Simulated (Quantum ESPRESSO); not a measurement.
**Short convergence ladders for ScPd₃ (P4mm, 4 atoms in the cell)**

```yaml
crystal:
  lattice:
    - [3.99955, 0.00000, 0.00000]
    - [0.00000, 3.99955, 0.00000]
    - [0.00000, 0.00000, 3.99955]
  atoms:
    - { symbol: Sc, position: [0.00000, 0.00000, 0.01250] }
    - { symbol: Pd, position: [0.50000, 0.50000, 0.00000] }
    - { symbol: Pd, position: [0.00000, 0.50000, 0.50000] }
    - { symbol: Pd, position: [0.50000, 0.00000, 0.50000] }
```

Base method: PBEsol, PSlibrary ultrasoft (PBE) pseudopotentials (plane waves; Quantum ESPRESSO).

Base settings: ecutwfc = 55 Ry; ecutrho = 660 Ry; occupations = smearing; smearing = gaussian; degauss = 0.0073499 Ry; input_dft = pbesol; potentials = {Sc: Sc.pbe-spn-rrkjus_psl.1.0.0.UPF, Pd: Pd.pbe-n-rrkjus_psl.1.0.0.UPF}; K_POINTS = automatic 4 4 4 0 0 0; conv_thr = 1e-11 Ry.

The count of work is k-points × plane waves × bands × iterations; it is no time. 

**The k-point mesh**

The second cell is the first with its lattice scaled by 0.98.

Only quantities that move along the ladder and can be compared are tabulated.

```tsv
K_POINTS	free energy less the last step's (meV/atom)	energy of the compressed cell less the first (meV/atom)	pressure (GPa)	largest difference of a force vector from the last step's (eV/Å)	count of work / last
automatic 2 2 2 0 0 0	7.58	3.00	-4.75	0.039	0.11
automatic 4 4 4 0 0 0	-9.37	-5.59	-6.06	0.003	0.30
automatic 5 5 5 0 0 0	-6.99	-10.16	-6.71	0.013	0.19
automatic 6 6 6 0 0 0	10.16	-6.55	-6.17	0.008	0.59
automatic 8 8 8 0 0 0	0.00	-7.02	-6.23	0.000	1.0
```

Coarsest K_POINTS that holds the energy of the compressed cell less the first within 2 meV/atom of the last step, with all finer ones: automatic 6 6 6 0 0 0; the step before is off by 3.1 meV/atom.

Coarsest K_POINTS that holds the pressure within 1 GPa of the last step, with all finer ones: automatic 4 4 4 0 0 0, at 0.30 of the last step's count of work; the step before is off by 1.5 GPa.

**The SCF threshold**

The mesh stays at the base's, so the ladder's end is converged at best in this setting alone.

Only quantities that move along the ladder and can be compared are tabulated.

```csv
conv_thr,free energy less the last step's (meV/atom),count of work / last
0.0073 Ry,8.63,0.19
7.3e-05 Ry,0.07,0.37
1e-11 Ry,0.00,0.89
7.3e-14 Ry,0.00,1.0
```

Coarsest conv_thr that holds the free energy within 2 meV/atom of the last step, with all finer ones: 7.3e-05 Ry, at 0.37 of the last step's count of work; the step before is off by 8.6 meV/atom.

On the base run: the starting cell comes from a database of computed structures (which also holds hypothetical and non-ambient phases and stackings), without a prior relaxation at this level. Its lattice was rescaled by up to half a per cent. One atom was moved a little off its site on purpose. Spin polarisation is off. In the base run, with a pressure of about -6 GPa the cell is away from its equilibrium volume at this level. Without a gap this mesh is coarse (it stands for a supercell whose shortest vector is 16 Å).
